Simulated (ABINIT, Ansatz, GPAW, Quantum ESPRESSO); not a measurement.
GaAs (F-43m, 2 atoms in the cell) computed with different codes at matched settings

Self-consistent single point.

```yaml
crystal:
  lattice:
    - [0.00000, 2.93460, 2.93460]
    - [2.93460, 0.00000, 2.93460]
    - [2.93460, 2.93460, 0.00000]
  atoms:
    - { symbol: Ga, position: [0.00000, 0.00000, 0.00000] }
    - { symbol: As, position: [0.25000, 0.25000, 0.25000] }
```

Shared settings, as Ansatz (a program for electronic structure) writes them: kpoints.mp_grid.grid = 5 5 5; scf.occupations.method = gaussian; scf.occupations.width = 0.0147 Ry. Potentials and cutoffs stand in the table.

```tsv
code	model	pressure (GPa)	cutoff
ABINIT	PBE, norm-conserving pseudopotentials (PseudoDojo nc-sr-05 PBE standard)	-3.00	84 Ry
Quantum ESPRESSO	PBE, SSSP 1.1.2 efficiency (PBE) pseudopotentials	-3.05	70 Ry
GPAW	PBE, GPAW PAW datasets PBE (gpaw-data 1.0.1)	-2.57	600 eV
Ansatz	PBE, PAW files	-3.08	default
```

No clean gap comes from ABINIT, Quantum ESPRESSO, GPAW and Ansatz: levels at the Fermi energy touch, overlap or are partly filled at this smearing.

The spread over the programs that give each value: pressure within 0.51 GPa.

Ansatz's pressure is given at a fixed set of plane waves, as the other plane-wave codes print theirs; with its correction for the finite basis it is -3.05 GPa.

On the base mesh (7 7 7) the same programs gave: Ansatz pressure -3.29 GPa; Quantum ESPRESSO pressure -3.27 GPa; ABINIT pressure -3.21 GPa; GPAW pressure -2.79 GPa.

The starting cell comes from a database of computed structures (which also holds hypothetical and non-ambient phases and stackings), without a prior relaxation at this level. Its lattice was rescaled by a random factor within 2.5 % of one.

Left out of this page: CP2K (on another mesh); Elk and FLEUR (not drawn, or without a comparable value); SIESTA (unsound by tests on forces, stress, charge or solver warnings).

Keys are those of Ansatz 0.2.
